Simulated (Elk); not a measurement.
Input and output of a self-consistent single point for MgZnCu (Imma, 6 atoms in the cell) (Elk).

Method of the run: PBEsol, all-electron FP-LAPW, Elk's shipped species files, APW+lo basis with extra local orbitals in Elk.

```
MgZnCu
1.0
   -2.53499     2.56596     3.58238
    2.53499    -2.56596     3.58238
    2.53499     2.56596    -3.58238
Mg Zn Cu
2 2 2
Direct
  0.12315   0.87315   0.25000
  0.87685   0.12685   0.75000
  0.50000   0.50000   0.50000
  0.50000   0.00000   0.00000
  0.50000   0.50000   0.00000
  0.00000   0.50000   0.50000
```

Reference input (self-consistent single point, DFT, LDA (PW92), all-electron FP-LAPW, Elk's shipped species files, APW+lo basis with extra local orbitals): xctype = 3; rgkmax = 8; stype = 3; swidth = 0.00367493 Ha; ngridk = 5 5 5; tforce = true; gmaxvr = 18 1/bohr; lmaxapw = 10; lmaxo = 8; nxlo = 2; lorbcnd = true; lradstp = 2. This run's input differs from it in these lines:

```diff
@@ -4,3 +4,3 @@
 xctype
-  3
+  22
```

The program printed (abridged):

```
│ Self-consistent loop started │
│ Loop number : 1 │
 total energy                :     -7250.60329729
│ Loop number : 2 │
 total energy                :     -7254.67938886
RMS change in Kohn-Sham potential (target) :   0.4744235430     (  0.1000000000E-05)
Absolute change in total energy (target)   :    4.076091577     (  0.1000000000E-03)
│ Loop number : 3 │
 total energy                :     -7253.48048393
RMS change in Kohn-Sham potential (target) :   0.4815338141     (  0.1000000000E-05)
Absolute change in total energy (target)   :   0.1798820381     (  0.1000000000E-03)
│ Loop number : 4 │
   [... lines left out ...]
Absolute change in total energy (target)   :   0.2287111813E-02 (  0.1000000000E-03)
│ Loop number : 16 │
 total energy                :     -7296.71759861
RMS change in Kohn-Sham potential (target) :   0.5452656796E-06 (  0.1000000000E-05)
Absolute change in total energy (target)   :   0.5017898102E-03 (  0.1000000000E-03)
│ Loop number : 17 │
 total energy                :     -7296.71752091
RMS change in Kohn-Sham potential (target) :   0.1197536103E-06 (  0.1000000000E-05)
Absolute change in total energy (target)   :   0.4774022727E-04 (  0.1000000000E-03)
Convergence targets achieved

│ Loop number : 18 │

Energies :
 Fermi                       :     0.226777202369
 total energy                :     -7296.71752407

Density of states at Fermi energy :    38.51434723
 (states/Hartree/unit cell)

Estimated indirect band gap :   0.2368860322E-02
 from k-point      3 to k-point      9
Estimated direct band gap   :   0.7394209458E-02
 at k-point      3

Charges :
 core                        :    52.00000000
 valence                     :    90.00000000
 interstitial                :    8.035684161
 muffin-tins (core leakage)
  species :    1 (Mg)
   atom    1                 :    10.34813069     ( -0.1332267630E-14)
   atom    2                 :    10.34813069     ( -0.1332267630E-14)
  species :    2 (Zn)
   atom    1                 :    28.72261187     (  0.1925945302E-03)
   [... lines left out ...]
   total force               :    -0.00000000    0.00000000    0.00000000
   total magnitude           :     0.00000000
  atom :    2
   Hellmann-Feynman          :     0.00000000    0.00000000    0.00000000
   IBS                       :    -0.00000000    0.00000000    0.00000000
   total force               :    -0.00000000    0.00000000    0.00000000
   total magnitude           :     0.00000000
```

The run converged in 18 iterations. The count includes the last loop, which Elk runs after its targets are met. 

The starting cell comes from a database of computed structures (which also holds hypothetical and non-ambient phases and stackings), without a prior relaxation at this level. Its lattice was rescaled by a random factor within 2.5 % of one. Spin polarisation is off. Values depend on the basis (sphere radii, cutoffs, local orbitals), which need not be converged. The log's line on a gap gives a spacing of levels on this mesh, which the program prints for metals too.

Cost on one core of a shared machine: roughly 7 min.
